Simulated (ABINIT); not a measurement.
A self-consistent single point of Al (Fm-3m, 1 atom in the cell) with ABINIT.

Computed with PBEsol, norm-conserving pseudopotentials (PseudoDojo nc-sr-04 PBEsol standard) (plane waves; ABINIT 10.0.3).

```yaml
crystal:
  lattice:
    - [0.00000, 2.03107, 2.03107]
    - [2.03107, 0.00000, 2.03107]
    - [2.03107, 2.03107, 0.00000]
  atoms:
    - { symbol: Al, position: [0.00000, 0.00000, 0.00000] }
```

Reference input (self-consistent single point, DFT, PBEsol, plane waves, norm-conserving pseudopotentials (PseudoDojo nc-sr-04 PBEsol standard)): pseudos = [Al.upf]; ecut = 544 eV; ixc = -116133; occopt = 7; tsmear = 0.00367493 Ha; ngkpt = 14 14 14; nshiftk = 1; shiftk = 0 0 0; potentials = PseudoDojo nc-sr-04 PBEsol standard; nband = 7; kptopt = 1; nstep = 100. This run's input differs from it in these lines:

```diff
@@ -16,6 +16,6 @@
 occopt 7
-tsmear 0.00367493
+tsmear 0.01102480
 nband 7
 kptopt 1
-ngkpt 14 14 14
+ngkpt 7 7 7
 nshiftk 1
```

The program printed (abridged):

```
--- !BeginCycle
solver: {iscf: 7, nstep: 100, nline: 4, wfoptalg: 0, }
tolerances: {toldfe: 1.00E-09, }
...

     iter   Etot(hartree)      deltaE(h)  residm     vres2
 ETOT  1  -2.3207764679093    -2.321E+00 3.960E-02 9.892E-01
 ETOT  2  -2.3219154443102    -1.139E-03 8.897E-03 4.224E-02
 ETOT  3  -2.3219203926628    -4.948E-06 2.113E-03 1.698E-04
 ETOT  4  -2.3219204204747    -2.781E-08 5.513E-04 5.522E-07
 ETOT  5  -2.3219204205418    -6.706E-11 2.897E-04 4.688E-09
 ETOT  6  -2.3219204205425    -6.919E-13 1.342E-04 1.761E-11
 At SCF step    6, etot is converged :
  for the second time, diff in etot=  6.919E-13 < toldfe=  1.000E-09

 Cartesian components of stress tensor (hartree/bohr^3)
  sigma(1 1)=  1.04449776E-04  sigma(3 2)=  0.00000000E+00
  sigma(2 2)=  1.04449776E-04  sigma(3 1)=  0.00000000E+00
  sigma(3 3)=  1.04449776E-04  sigma(2 1)=  0.00000000E+00

 ----iterations are completed or convergence reached----

 reduced coordinates (array xred) for    1 atoms
       0.000000000000      0.000000000000      0.000000000000
 cartesian forces (eV/Angstrom) at end:
    1     -0.00000000000000    -0.00000000000000    -0.00000000000000
 frms,max,avg= 0.0000000E+00 0.0000000E+00   0.000E+00  0.000E+00  0.000E+00 e/A
 length scales=  1.000000000000  1.000000000000  1.000000000000 bohr
   [... lines left out ...]
 Fermi (or HOMO) energy (eV) =   7.55244   Average Vxc (eV)=  -9.87545
   [... lines left out ...]
total_energy        : -2.32192042054246E+00
total_energy_eV     : -6.31826678557534E+01
band_energy         :  3.47665382717694E-01
...

-Cartesian components of stress tensor (GPa)         [Pressure= -3.0730E+00 GPa]
- sigma(1 1)=  3.07301799E+00  sigma(3 2)=  0.00000000E+00
- sigma(2 2)=  3.07301799E+00  sigma(3 1)=  0.00000000E+00
- sigma(3 3)=  3.07301799E+00  sigma(2 1)=  0.00000000E+00

 Calculation completed.
```

The run converged in 6 iterations. Against the reference run the free energy drops by 61.5 meV/atom and the pressure hardly changes (-3.01 to -3.07 GPa).

The starting cell has typed, rounded lattice constants, without a prior relaxation at this level. Its lattice was rescaled by up to half a per cent. With a pressure of about -3 GPa the cell is away from its equilibrium volume at this level.
